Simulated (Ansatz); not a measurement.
Here is the system:

```xyz
1
Lattice="-1.5676 1.5676 1.5520 1.5676 -1.5676 1.5520 1.5676 1.5676 -1.5520" Properties=species:S:1:pos:R:3 pbc="T T T"
W      0.0000     0.0000     0.0000
```

No spin polarisation.

Level of theory: LDA/PAW in Ansatz (a program for electronic structure), no SOC. Settings: 29×29×29 k-points, 0.1 eV Fermi–Dirac smearing.

Q: Estimate the band gap.

A: Zero.

Q: Predict the stress (xx, yy, zz, yz, xz, xy; compression positive).

A: (2.3, 2.3, 5.8, 0.0, 0.0, 0.0) GPa.

Q: What is the computed space group?

A: I4/mmm (No. 139).

The cells carry an imposed strain or load. Stability against distortions was not tested. The final runs are not spin-polarised. The cell was made from W in the bcc (W type) structure (space group Im-3m, No. 229) by this change: uniaxial strain ε_zz = −1.00 %.
